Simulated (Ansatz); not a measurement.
Electronic density of states of amorphous Si$_{20}$B$_{10}$N$_{30}$Hf, density 2.70 g/cm³, on a 2×2×2 Γ-centred mesh with a Gaussian width of 0.1 eV; energies count from the Fermi level, whose place inside the gap is arbitrary. Cell and mesh are small, so fine structure isn't converged. Calculation: PBE, scalar-relativistic without spin-orbit coupling (plane waves to 420 eV, PAW; Ansatz, a quantum-chemistry and plane-wave program). Sampling: a 2×2×2 Γ-centred mesh; Fermi-Dirac width 0.02 eV; no spin polarisation. The usual formal charges leave 24 electrons over, so the level spacing at the Fermi energy parts defect or band states and needn't be the band gap.

A CHGNet melt-quench gave the starting glass, which DFT then relaxed. N atoms were pushed apart under 1.9 Å during the dynamics, to hinder bonds among them. The hot cell started wider than the set density and was brought back towards it in steps. It is the lowest in DFT energy of 2 quenches. It is a model cell: composition and starting density were chosen by hand, and all elements were melted together. No dispersion term was used. Its density started from a set value of 2.70 and ended at 2.70 g/cm³. Cooling (nominally 760 K/ps over its main leg) ran many orders faster than in experiment, which tends to leave more defects and strain. A cell of this size samples the disorder only roughly. The volume was held where the preparation left it and the shape relaxed, at a PBE pressure of 1.3 GPa. Stress components on the final sampling reach 1.3 GPa. On a 2×2×2 Γ-centred mesh force components of up to 0.29 eV/Å stay, since the relaxation ran on the zone centre alone.

```tsv
E - EF (eV)	states/(eV atom)
-12.00	0.00
-11.90	0.00
-11.80	0.00
-11.70	0.00
-11.60	0.00
-11.50	0.00
-11.40	0.00
-11.30	0.03
-11.20	0.07
-11.10	0.09
-11.00	0.07
-10.90	0.07
-10.80	0.14
-10.70	0.23
-10.60	0.25
-10.50	0.27
-10.40	0.25
-10.30	0.19
-10.20	0.19
-10.10	0.22
-10.00	0.19
-9.90	0.20
-9.80	0.25
-9.70	0.24
-9.60	0.26
-9.50	0.26
-9.40	0.19
-9.30	0.22
-9.20	0.24
-9.10	0.24
-9.00	0.26
-8.90	0.25
-8.80	0.23
-8.70	0.23
-8.60	0.25
-8.50	0.29
-8.40	0.34
-8.30	0.31
-8.20	0.29
-8.10	0.26
-8.00	0.25
-7.90	0.29
-7.80	0.28
-7.70	0.26
-7.60	0.31
-7.50	0.33
-7.40	0.39
-7.30	0.39
-7.20	0.35
-7.10	0.36
-7.00	0.37
-6.90	0.36
-6.80	0.40
-6.70	0.45
-6.60	0.36
-6.50	0.32
-6.40	0.37
-6.30	0.37
-6.20	0.37
-6.10	0.39
-6.00	0.35
-5.90	0.34
-5.80	0.39
-5.70	0.45
-5.60	0.43
-5.50	0.40
-5.40	0.37
-5.30	0.40
-5.20	0.45
-5.10	0.42
-5.00	0.41
-4.90	0.40
-4.80	0.41
-4.70	0.43
-4.60	0.48
-4.50	0.49
-4.40	0.46
-4.30	0.43
-4.20	0.45
-4.10	0.43
-4.00	0.44
-3.90	0.45
-3.80	0.36
-3.70	0.34
-3.60	0.37
-3.50	0.39
-3.40	0.42
-3.30	0.40
-3.20	0.39
-3.10	0.37
-3.00	0.40
-2.90	0.38
-2.80	0.38
-2.70	0.36
-2.60	0.34
-2.50	0.35
-2.40	0.44
-2.30	0.45
-2.20	0.43
-2.10	0.45
-2.00	0.35
-1.90	0.30
-1.80	0.33
-1.70	0.28
-1.60	0.15
-1.50	0.04
-1.40	0.08
-1.30	0.21
-1.20	0.25
-1.10	0.23
-1.00	0.17
-0.90	0.05
-0.80	0.02
-0.70	0.10
-0.60	0.15
-0.50	0.08
-0.40	0.12
-0.30	0.15
-0.20	0.04
-0.10	0.00
0.00	0.00
0.10	0.00
0.20	0.03
0.30	0.13
0.40	0.13
0.50	0.03
0.60	0.00
0.70	0.00
0.80	0.01
0.90	0.07
1.00	0.17
1.10	0.12
1.20	0.14
1.30	0.22
1.40	0.22
1.50	0.21
1.60	0.14
1.70	0.09
1.80	0.19
1.90	0.26
2.00	0.22
2.10	0.19
2.20	0.21
2.30	0.24
2.40	0.25
2.50	0.27
2.60	0.26
2.70	0.25
2.80	0.27
2.90	0.31
3.00	0.28
3.10	0.31
3.20	0.31
3.30	0.24
3.40	0.27
3.50	0.31
3.60	0.33
3.70	0.31
3.80	0.33
3.90	0.35
```

The level spacing at the Fermi energy on this mesh is 0.58 eV; the broadening fills part of it in the curve.
